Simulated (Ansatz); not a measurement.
Start from PbTe in the zinc blende structure (space group F-43m, No. 216; a = 7.285 Å; a hypothetical phase, not in the database extracts checked).

Now apply this change: cell and atoms relaxed at a pressure of 3 GPa.

Levels (all Ansatz, a first-principles code, PAW, earlier PAW set): r2SCAN (500 eV, scalar-relativistic without spin-orbit coupling); HSE06 (420 eV, without spin-orbit coupling); HSE06+SOC (420 eV, noncollinear with spin-orbit coupling).

One geometry, relaxed with r2SCAN, under each level:

```tsv
level	band gap	lowest conduction level above the VBM at special points
r2SCAN	0.51 eV	X 0.51 eV; Γ 1.56 eV; U 1.66 eV
HSE06	0.71 eV	X 0.71 eV; Γ 1.79 eV; U 1.89 eV
HSE06+SOC	0.33 eV	X 0.36 eV; Γ 0.33 eV; U 1.29 eV
```

Single points use the geometry relaxed with r2SCAN. Their cutoffs differ, which shifts pressures a little. HSE06 was sampled on its mesh, a few special points and the semilocal edge points, so its gap is an upper bound. Differences between runs with and without spin-orbit coupling are approximate. Spin-orbit coupling, missing from the scalar runs, can matter with Pb and Te. Load acts through the strain it causes; cell and atoms are relaxed under it. No phonon test of stability was made.
